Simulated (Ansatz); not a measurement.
The starting structures come from a database of crystals and need not be the phases stable at ambient conditions.

Tunnelling through a barrier is set by its complex band structure: the current falls as exp(−2κd) with the smallest κ.

Given:

```
CELL_PARAMETERS angstrom
      4.18847     0.00000     0.00000
      0.00000     5.47544     0.00000
      0.00000    -2.73772     4.74187
ATOMIC_POSITIONS crystal
  Sr 0.73647 0.33333 0.66667
  Sr 0.26353 0.66667 0.33333
  Mg 0.00000 0.00000 0.00000
  H  0.23475 0.64692 0.82346
  H  0.76525 0.35308 0.17654
  H  0.23475 0.17654 0.35308
  H  0.76525 0.82346 0.64692
  H  0.23475 0.17654 0.82346
  H  0.76525 0.82346 0.17654
```

Space group of this cell: P-3m1. The cell is taken as given.

Transport runs along the normal of the first two printed cell vectors, the (100) plane of the conventional cell.

The gap is the functional's own. No spin-orbit coupling. Mid-gap values are interpolated on the energy grid.

Q: Predict the band gap and the smallest decay constant κ at mid-gap from r2SCAN (Ansatz, a program for electronic structure).

A: Gap 3.33 eV on a 8×6×6 mesh; κ = 0.335 1/Å, at (0.375, 0.500) of the in-plane reciprocal vectors. At the zone centre, at the nearest computed energy, the slowest state has κ = 0.35 1/Å.
